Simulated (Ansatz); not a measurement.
Band structure of YAlCo₄ (P-6m2, 6 atoms in the cell).

```
YAlCo4
1.0
    5.04586     0.00000     0.00000
   -2.52293     4.36984     0.00000
    0.00000     0.00000     3.87133
Y Al Co
1 1 4
Cartesian
  2.52293   1.45661   0.00000
  0.00000   0.00000   0.00000
  0.00000   2.91323   0.00000
  1.23573   3.62668   1.93566
  0.00000   1.48633   1.93566
 -1.23573   3.62668   1.93566
```
Moments meant for the start (each program seeds them in its own way; μB, in the order of the atoms Y Al Co Co Co Co): 0.0 0.0 3.0 3.0 3.0 3.0.

Computed with LDA (PW92), PAW files made with PBE (plane waves; Ansatz, an electronic-structure program).

Settings: basis.ecutwfc = 420 eV; kpoints.mp_grid.grid = 5 5 6; hamiltonian.xc = lda; hamiltonian.pseudopotentials = {kind: paw} (the program's default PAW files); magnetization.spin_polarized = true; scf.occupations.method = gaussian; scf.occupations.width = 0.05 eV; kpoints.band_path.npoints = 8.

The starting cell comes from a database of computed structures (which also holds hypothetical and non-ambient phases and stackings), without a prior relaxation at this level. The magnetic order is the one reached from the typed start; others were not searched systematically.

Levels in eV from the Fermi level, bands 40 to 47 of the first spin channel:
| point | 40 | 41 | 42 | 43 | 44 | 45 | 46 | 47 |
|---|---|---|---|---|---|---|---|---|
| Γ | -0.72 | -0.50 | -0.03 | 0.89 | 0.96 | 0.96 | 1.64 | 1.64 |
| M | -1.13 | -1.04 | -0.58 | -0.26 | 1.00 | 1.65 | 1.69 | 2.01 |
| K | -1.13 | -1.12 | -0.62 | -0.56 | 1.39 | 1.43 | 2.12 | 2.40 |
| A | -0.82 | -0.82 | -0.50 | -0.50 | -0.03 | 0.12 | 0.58 | 0.58 |
| L | -1.08 | -0.73 | -0.66 | -0.31 | -0.27 | 1.03 | 1.38 | 1.99 |
| H | -1.18 | -0.87 | -0.47 | -0.27 | -0.24 | 0.22 | 0.81 | 2.65 |

Bands cross the Fermi level along this path, so the cell is metallic at this level.

The net moment of the cell came out as 4.00 μB.

Keys are those of Ansatz 0.2.
